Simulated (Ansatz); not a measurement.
The starting structures come from a database of crystals and need not be the phases stable at ambient conditions.

Consider the following.

```
SnZnP2
1.0
    4.00390     0.00000     0.00000
    0.00000     4.00390     0.00000
    0.00000     0.00000     5.62318
Zn Sn P
1 1 2
Direct
  0.00000   0.00000   0.00000
  0.50000   0.50000   0.50000
  0.00000   0.50000   0.22706
  0.50000   0.00000   0.77294
```

Space group of this cell: P-4m2. The cell is taken as given.

Method: r2SCAN (plane waves, PAW; Ansatz, a first-principles code).

The current runs along the normal of the first two printed vectors; no spin-orbit coupling. Scaled by the factor s: both lengths across the current (ions clamped). Meshes 8×8×6 and 8×8 across the current in all rows.

```tsv
s	mean pressure (GPa)	slowest mid-gap decay constant κ (1/Å)
0.98	3.5	0.099
1.00	0.1	0.082
1.02	-2.6	?
```

Take the slope of the slowest mid-gap decay constant κ against ln s from the two given rows, extrapolate to s = 1.02, and say what the run there gives.

Slope = (0.099 − 0.082) / ln 0.98 = -0.841 1/Å. The line gives 0.082 + (-0.841) × ln 1.02 = 0.065 1/Å. The run gives 0.064 1/Å, 0.001 1/Å under the line, 8 % of the predicted step.
